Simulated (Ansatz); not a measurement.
CaC2 (R-3m, No. 166; start mp-1227257): smallest direct gap on the k points sampled by level of theory

No measured value is used here.

```csv
level (code),value (eV)
LDA (Ansatz),[?]
PBEsol (Ansatz),3.84
r²SCAN (Ansatz),4.23
r²SCAN0 (Ansatz),6.07
G0W0@PBEsol (Ansatz),6.02 ± 0.05
```

Q: Some entries are withheld; supply them.

A: 
- LDA (Ansatz, an electronic-structure program), value (eV): 3.79

Computed values are for a static lattice.  A ± on a computed value is a rough bar: the spread of its extrapolation, a floor set from checks against published values, or a statistical error. Values are at the PBEsol cell. Cutoffs and k meshes differ between the levels. Ansatz's density-functional and Hartree–Fock values are scalar-relativistic unless marked +SOC, with PAW data made under PBE.

A start named mp-… is a Materials Project structure, which can be a computed phase never made.
